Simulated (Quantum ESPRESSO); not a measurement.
σyy against uniaxial strain in fcc Pt (space group 225): C12 (Quantum ESPRESSO, PBEsol)

```xyz
1
Lattice="0.0000 1.9577 1.9577 1.9284 0.0000 1.9577 1.9284 1.9577 0.0000" Properties=species:S:1:pos:R:3 pbc="T T T"
Pt     0.0000     0.0000     0.0000
```

Method: PBEsol, GBRV 1.5 ultrasoft (PBESOL) pseudopotentials (plane waves; Quantum ESPRESSO). Settings: ecutwfc = 52 Ry; ecutrho = 416 Ry; occupations = smearing; smearing = fd; degauss = 0.0036749 Ry; potentials = {Pt: pt_pbesol_v1.4.uspp.F.UPF}; K_POINTS = automatic 38 38 38 0 0 0; conv_thr = 1e-10 Ry. The cell above is the first row's. The rows stretch one cube axis (x) by the strain ε and hold the other two. Stress is positive in tension. In all rows the k mesh is held.

```
ε (%)  σyy (GPa)
-----  ---------
-1.5           ?
-1.0       -2.53
-0.5       -1.19
0.0         0.11
0.5         1.35
1.0         2.54
1.5         3.69
2.0         4.79
```

Taking a parabola for σyy over the 7 complete rows: Least squares gives σyy = 0.105 + 2.5369·ε - 0.0976·ε². Residuals (row less fit): 0.000, -0.002, 0.005, 0.001, -0.004, -0.001, 0.002; standard error 0.004 (degrees of freedom: 4). The slope at ε = 0, 2.5369 GPa per cent, gives C12 ≈ 100 × 2.5369 = 254 GPa, for the static lattice.

Task: Estimate the missing σyy (ε = -1.5); what did the run itself give?

Result: σyy = 0.105 + 2.5369 × (-1.5) - 0.0976 × (-1.5)² = -3.920 GPa. The calculation gives -3.93 GPa, 0.010 GPa below the prediction (0.1 % of the range of σyy in the table). The row lies outside the fitted rows, so this is an extrapolation. From the scatter of the fitted rows alone, a prediction at this place has a standard error of 0.007 GPa, so the miss is 1.5 times that.

Carrying the step between the two nearest rows on in a straight line would have given -3.87, off by 0.06; series whose last step already gives the withheld value aren't shown. The reference cell has the volume at which an earlier scan in this program and functional put its minimum by a fit. The unstrained cell stands at a pressure of -0.11 GPa, and the constants belong to that pressure. Spin polarisation is off. Spin-orbit coupling is off. Without a gap such slopes are sensitive to mesh and smearing. Cutoffs and mesh are single choices, not tested for convergence of this quantity. Series with a scatter that would blur these digits, or in which a gap closes, are not shown. Strain series were run only where this level's volume lies within 10 % of a first guess from the measured size.
